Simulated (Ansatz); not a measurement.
The parent structure is MgO in the rock salt structure (space group Fm-3m, No. 225; a = 4.254 Å).

Method: PBE (Ansatz, a program for electronic structure; PAW; 420 eV plane waves; without spin-orbit coupling).

One change was made to it. Results:

```
quantity                base    after
-------------------  -------  -------
band gap             4.46 eV  3.66 eV
lattice parameter a  4.254 Å  4.831 Å
```

### Question
What was done to the base?
A. Mg → Ca
B. O → F
C. Mg → Sr

### Answer
A, Mg → Ca. For comparison, the band gap in the other runs: O → F gives zero; Mg → Sr gives 3.33 eV.

Stability against distortions was not tested. As relaxed here, MgF is a hypothetical phase, not in the database extracts checked. The final runs are not spin-polarised. An odd electron count without spin: MgF.
